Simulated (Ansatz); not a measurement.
Base system: Al₂Au (space group Fm-3m, No. 225; a = 6.003 Å; relaxed with 0.1 eV smearing). Axes: x, y, z lie along the cube axes.

Method: plane-wave PAW DFT at the PBEsol level (Ansatz, an electronic-structure program, 420 eV), scalar-relativistic without spin-orbit coupling.

The change: tensor shear ε_xy = +0.57 % (engineering shear γ = 0.0114); the atoms relax in the strained cell.

Problem. What does the calculation give for the energy relative to the base and largest internal atomic displacement after the change?

Solution. The energy increases by 0.4 meV/atom; the largest internal atomic displacement is 0.011 Å.

Whether these cells are dynamically stable was not tested.
